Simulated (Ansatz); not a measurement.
Worked example: relaxation of the atoms of Mg6NiBi (P1, 8 atoms in the cell) in Ansatz (a first-principles code).

Method of the run: PBEsol, PAW files made with PBE (plane waves; Ansatz).

```
CELL_PARAMETERS angstrom
      4.86060     0.00000     0.00000
      0.00000     3.23525     5.36998
      0.00000    -3.23525     5.36998
ATOMIC_POSITIONS crystal
  Mg 0.49690 0.83662 0.33731
  Mg 0.50583 0.34342 0.82785
  Mg 0.99835 0.68952 0.13350
  Mg 0.00591 0.13381 0.69040
  Mg 0.99432 0.67541 0.67584
  Mg 0.00032 0.15564 0.16326
  Ni 0.49875 0.83338 0.83537
  Bi 0.49962 0.33219 0.33645
```

Reference input (self-consistent single point, DFT, PBEsol, plane waves, PAW files made with PBE): basis.ecutwfc = 30.9 Ry; kpoints.mp_grid.grid = 5 4 4; hamiltonian.xc = pbesol; hamiltonian.pseudopotentials = {kind: paw} (the program's default PAW files); scf.occupations.method = cold; scf.occupations.width = 0.01 Ry. This run's input differs from it in these lines:

```diff
@@ -23,2 +23,3 @@
   occupations: { method: cold, width: 0.01 Ry }
+relax: {}
 output:
```

Output, abridged:

```
   [... SCF lines of the steps left out ...]
relax step   1: F+E_penalty+E_count = -29521.64013451 eV  Δ(F+E_penalty+E_count) = +0.000e0 eV  max|allowed force component| = 1.462e-1 eV/Å  Δτ_max = 0.0000 Å  (8 SCF iters, dr2 threshold 2.50e-6 eV, accepted)
relax step   2: F+E_penalty+E_count = -29521.65142312 eV  Δ(F+E_penalty+E_count) = -1.129e-2 eV  max|allowed force component| = 4.862e-2 eV/Å  Δτ_max = 0.0527 Å  (6 SCF iters, dr2 threshold 1.34e-6 eV, accepted)
   [... lines left out ...]
relax step  12: F+E_penalty+E_count = -29521.69179156 eV  Δ(F+E_penalty+E_count) = -3.518e-3 eV  max|allowed force component| = 9.869e-3 eV/Å  Δτ_max = 0.0431 Å  (6 SCF iters, dr2 threshold 1.51e-6 eV, accepted)
relax step  13: F+E_penalty+E_count = -29521.69179172 eV  Δ(F+E_penalty+E_count) = -1.652e-7 eV  max|allowed force component| = 9.803e-3 eV/Å  Δτ_max = 0.0000 Å  (3 SCF iters, accepted)
relax step  14: F+E_penalty+E_count = -29521.69186065 eV  Δ(F+E_penalty+E_count) = -6.893e-5 eV  max|allowed force component| = 5.357e-3 eV/Å  Δτ_max = 0.0110 Å  (6 SCF iters, accepted)
Stability not checked (fill_not_monotonic)
Free energy (F): -29521.691861 eV
Internal energy: -29521.684202 eV  (E = F + TS)
E sigma→0 (E₀):  -29521.689308 eV
Entropy (-TS):   -0.007659 eV (-0.957 meV/atom)
Fermi energy:    8.078971 eV
--- Forces (eV/Å), atoms counted from 1 ---
  atom   1  Mg    -0.00024091     0.00149615     0.00199850
  atom   2  Mg     0.00030763    -0.00333164    -0.00064261
  atom   3  Mg     0.00030153     0.00133758     0.00146378
  atom   4  Mg     0.00008740    -0.00046600     0.00397290
  atom   5  Mg    -0.00008456     0.00102529    -0.00093706
  atom   6  Mg     0.00019560     0.00232093    -0.00406522
   [... lines left out ...]
    - { symbol: Mg, position: [-7.488024488081011e-6, 0.6946955535888645, 0.6478965617629263] }
    - { symbol: Mg, position: [-1.3853179588609012e-6, 0.15230678624003252, 0.1700420722850463] }
    - { symbol: Ni, position: [0.49997677951722547, 0.8479552307728708, 0.8200886630927162] }
    - { symbol: Bi, position: [0.5000448888854341, 0.2839507245614585, 0.3887055398976154] }
```

The run converged. 

Summary of the result:
- Free energy E − TS (on the zero of these files): -29521.6919 eV
- Fermi level (on the code's own zero): 8.08 eV
- Pressure: -0.64 GPa
- Largest force (vector length): 0.006 eV/Å
- Relaxation steps: 14

The starting cell comes from a database of computed structures (which also holds hypothetical and non-ambient phases and stackings), without a prior relaxation at this level. Its atoms were displaced at random from the sites of space group no. 38. Spin polarisation is off. Ansatz's pressure includes its estimate of the finite-basis (Pulay) stress.

Cost on one core of a shared machine: roughly 8 min.

Keys are those of Ansatz 0.2.
